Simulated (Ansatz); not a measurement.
# zinc-blende BP: the defect Mg_B

These are PBE, PAW (plane waves to 420 eV; Ansatz, a quantum-chemistry and plane-wave program) values and carry that method's errors. The supercell holds 64 host sites (2×2×2 repeats of the unit cell), with a 2×2×2 shifted k-point sampling for the final energies. Site at the start: the B site. Energies of charged states are corrected for periodic images (point charge plus alignment at distant sites). Dielectric constants: PBE linear response of the host. Host gap at this level: 1.25 eV. Finite-size and sampling errors can reach tenths of an eV here. The semilocal functional narrows the gap, so deep levels can fall outside it. Spin–orbit coupling is left out. Each state is the lowest found from its start.

| charge | moment (μB) | largest move off a lattice site (Å) | image correction with alignment (eV) | above the lowest spin state (eV) |
|---|---|---|---|---|
| +1† | 2.0 | 0.34 | 0.26 | 0.00 |
| +1* | not spin-polarised | 0.34 | – | 0.06 |
| 0† | 1.0 | 0.32 | 0.00 | 0.00 |
| −1 | not spin-polarised | 0.30 | 0.07 | 0.00 |

* At this level the carrier isn't localised at the defect: . Such a state is shallow or no state of the defect, and this cell gives it no level.

† Not settled in this cell, so no level is given: charge +1: a level filled in part, level within 0.1 eV of a band edge or past it; charge 0: a level filled in part.

Flagged in the runs: a doubtful potential alignment.
